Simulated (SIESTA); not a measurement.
SIESTA run on Si5GeW10 (I422, 16 atoms in the cell): self-consistent single point.

Method of the run: GGA PBEsol, numerical atomic orbitals DZP, PseudoDojo PBEsol standard norm-conserving potentials (rewritten from UPF to PSML) (SIESTA 5.4.2).

```
Si5GeW10
1.0
   -4.85639     4.85639     2.50666
    4.85639    -4.85639     2.50666
    4.85639     4.85639    -2.50666
Si Ge W
5 1 10
Direct
  0.41866   0.91866   0.83732
  0.91866   0.08134   0.50000
  0.08134   0.58134   0.16268
  0.58134   0.41866   0.50000
  0.00000   0.00000   0.00000
  0.50000   0.50000   0.00000
  0.32239   0.47457   0.30258
  0.47457   0.17199   0.15218
  0.17199   0.01981   0.69742
  0.01981   0.32239   0.84782
  0.67761   0.98019   0.15218
  0.52543   0.67761   0.69742
  0.82801   0.52543   0.84782
  0.98019   0.82801   0.30258
  0.00000   0.50000   0.50000
  0.50000   0.00000   0.50000
```

Reference input (self-consistent single point, DFT, GGA PBEsol, numerical atomic orbitals DZP, PseudoDojo PBEsol standard norm-conserving potentials (rewritten from UPF to PSML)): XC.functional = GGA; XC.authors = PBEsol; potentials = PseudoDojo PBEsol standard; PAO.BasisSize = DZP; PAO.EnergyShift = 0.005 Ry; MeshCutoff = 400 Ry; kgrid.MonkhorstPack = 6 6 6; OccupationFunction = FD; ElectronicTemperature = 0.1 eV; MaxSCFIterations = 150; SCF.Mixer.Method = Pulay; SCF.Mixer.Weight = 0.25. This run's input differs from it in these lines:

```diff
@@ -48,3 +48,3 @@
 OccupationFunction           FD
-ElectronicTemperature        0.1 eV
+ElectronicTemperature        0.002 eV
```

The program printed (abridged):

```
        iscf     Eharris(eV)        E_KS(eV)     FreeEng(eV)     dDmax    Ef(eV) dHmax(eV)
   scf:    1   -23494.156006   -23619.606301   -23619.606421  1.591182 -3.305947  6.897497
   scf:    2   -23639.462594   -23631.484306   -23631.484538  0.272469 -3.803774  3.082059
   scf:    3   -23633.750077   -23633.092798   -23633.092969  0.141324 -4.135751  1.297766
   scf:    4   -23633.228947   -23633.196025   -23633.196189  0.039674 -4.149566  0.724094
   scf:    5   -23633.347423   -23633.285184   -23633.285377  0.048866 -4.209426  0.217717
   scf:    6   -23633.287761   -23633.288071   -23633.288252  0.012778 -4.219507  0.109937
   scf:    7   -23633.288254   -23633.289004   -23633.289193  0.004983 -4.219182  0.045871
   scf:    8   -23633.289191   -23633.289151   -23633.289337  0.000875 -4.219467  0.013003
   scf:    9   -23633.289155   -23633.289164   -23633.289349  0.000340 -4.219569  0.006748
   scf:   10   -23633.289179   -23633.289174   -23633.289359  0.000545 -4.219562  0.001965
   scf:   11   -23633.289175   -23633.289174   -23633.289360  0.000077 -4.219571  0.001028
   scf:   12   -23633.289175   -23633.289175   -23633.289360  0.000043 -4.219596  0.000397
SCF Convergence by DM+H criterion
max |DM_out - DM_in|         :     0.0000427564
max |H_out - H_in|      (eV) :     0.0003970000
SCF cycle converged after 12 iterations

Using DM_out to compute the final energy and forces

siesta: E_KS(eV) =           -23633.2892

siesta: E_KS - E_eggbox =    -23633.2892

siesta: Atomic forces (eV/Ang):
     1   -0.061999   -0.062014    0.000061
     2    0.062090   -0.062090   -0.000000
     3    0.062014    0.061999   -0.000061
     4   -0.062103    0.062103   -0.000000
     5   -0.000003    0.000003    0.000000
     6   -0.000008    0.000008   -0.000000
     7    0.113994    0.039519   -0.043386
     8   -0.037402    0.111193   -0.043615
     9   -0.114419   -0.039325   -0.043136
    10    0.038273   -0.111526   -0.043942
    11    0.111526   -0.038273    0.043942
   [... lines left out ...]
siesta: FreeEng =    -23633.289360
   [... lines left out ...]
siesta:     0.031331    0.000101   -0.000004
siesta:     0.000101    0.031331   -0.000004
siesta:    -0.000004   -0.000004    0.029877

siesta: Cell volume =        236.473043 Ang**3

siesta: Pressure (static):
siesta:                Solid            Molecule  Units
siesta:          -0.00033596         -0.00033044  Ry/Bohr**3
siesta:          -0.03084618         -0.03033941  eV/Ang**3
siesta:         -49.42102368        -48.60909877  kBar
```

The run converged in 12 iterations. Against the reference run the free energy rises by 8.9 meV/atom, the pressure goes from -4.79 to -4.94 GPa and the largest force goes from 0.121 to 0.128 eV/Å.

The starting cell comes from a database of computed structures (which also holds hypothetical and non-ambient phases and stackings), without a prior relaxation at this level. Spin polarisation is off. Values carry the incompleteness of an atom-centred basis. With a pressure of about -5 GPa the cell is away from its equilibrium volume at this level.

Cost on one core of a shared machine: roughly 10 min.
